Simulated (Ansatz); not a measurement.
# Mo, pressure series

Take Mo in the bcc (W type) structure (space group Im-3m, No. 229) as the base.

```
Mo
1.0
   -1.58037     1.58037     1.58037
    1.58037    -1.58037     1.58037
    1.58037     1.58037    -1.58037
Mo
1
Direct
  0.00000   0.00000   0.00000
```

Cell and atoms are relaxed at each pressure.

All numbers come from PBE (Ansatz, a first-principles code; PAW; 420 eV plane waves; scalar-relativistic without spin-orbit coupling).

```tsv
pressure (GPa)	volume per atom (Å³/atom)
-2	15.913
0	15.788
0.9	15.734
2.1	15.664
4.5	?
9	15.284
15	14.991
22.5	14.661
30	14.364
```

Task: Fit the third-order Birch–Murnaghan form P(V) = (3B₀/2)[(V₀/V)^(7/3) − (V₀/V)^(5/3)]·[1 + (3/4)(B₀′ − 4)((V₀/V)^(2/3) − 1)] (squares taken in P) to the rows shown and predict the withheld row.

Result: Least squares on the printed values gives V₀ = 15.788 Å³/atom, B₀ = 259 GPa, B₀′ = 4.3; this predicts 15.526 Å³/atom, and the run gives 15.526 Å³/atom, in agreement.

Load acts through the strain it causes; cell and atoms are relaxed under it. Whether these cells are dynamically stable was not tested. Competing high-pressure phases were not computed. The final runs are not spin-polarised.
